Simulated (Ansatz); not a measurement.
Data:

```
CELL_PARAMETERS angstrom
      0.00000     2.73525     2.73525
      2.73525     0.00000     2.73525
      2.73525     2.73525     0.00000
ATOMIC_POSITIONS crystal
  Al 0.00000 0.00000 0.00000
  P  0.75000 0.75000 0.75000
```

Computed with PBEsol, rigid bands (plane waves, PAW, scalar-relativistic; Ansatz, an electronic-structure program). How the cell was made: cell and atoms relaxed with PBEsol.

### Question
Predict the hole conductivity mass (n e² τ/σ) at 300 K, by direction if it differs.

### Answer
0.60 mₑ.

### Question
Predict the electron conductivity mass (n e² τ/σ) at 300 K, by direction if it differs.

### Answer
0.33 mₑ.

### Question
And the band gap?

### Answer
1.45 eV at this level; semilocal functionals usually fall short of the measured gap.

Rigid bands, one relaxation time for all states, no polarons. Spin-orbit coupling is left out; where it splits the top of the valence band it changes the hole mass and lowers the gap by about a third of the splitting.
